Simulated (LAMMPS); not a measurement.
Molecular dynamics of a melt made from CdTe (zinc blende), 4096 atoms, at 1080 K and 0 GPa, brought to that temperature within a few picoseconds.

All values are model results, not measurements: classical MD, pair style sw, file CdTeZnSeHgS0.sw (LAMMPS).

Task: Predict the state found, the density, the mean frequency of the vibrational (phonon) density of states, the most common Te-Cd-Te angle, the volume per atom.

Result: state found: liquid; density: 5.582 ± 0.003 g/cm³; mean frequency of the vibrational (phonon) density of states: 3.2 THz; most common Te-Cd-Te angle: at the 3° bin centred on 106.5°, after smoothing over three bins (mean of all 107°); volume per atom: 35.70 ± 0.02 Å³/atom.

Caution: enthalpy drifts during the constant-pressure average: a transition or slow ageing; fluctuation values are void. Caution: the real compound melts congruently only under the pressure of its own vapour and loses its more volatile element when open. Caution: this liquid lies under the melting point of about 1610 K that CdTeZnSeHgS0.sw gives, so it is undercooled.
